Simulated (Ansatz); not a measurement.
The reference is NiSi$_{2}$ (space group Fm-3m, No. 225; non-magnetic).

```
CELL_PARAMETERS angstrom
      0.00000     2.69483     2.69483
      2.69483     0.00000     2.69483
      2.69483     2.69483     0.00000
ATOMIC_POSITIONS crystal
  Ni 0.00000 0.00000 0.00000
  Si 0.25000 0.25000 0.25000
  Si 0.75000 0.75000 0.75000
```

Level of theory: r2SCAN (Ansatz, a quantum-chemistry and plane-wave program; PAW; 500 eV plane waves; spin-orbit coupling left out), earlier PAW set.

Before the change:

```
Item               Result
---------------  --------
Volume per atom  13.05 Å³
```

One thing is altered: a negative pressure, −1 GPa.

Task: How does this affect the volume per atom?

Result: The volume per atom rises by 0.08 Å³ (13.05 Å³ → 13.13 Å³).

Load acts through the strain it causes; cell and atoms are relaxed under it. Stability against distortions was not tested. Seeded moments were not kept for the base. All final runs are without spin polarisation.
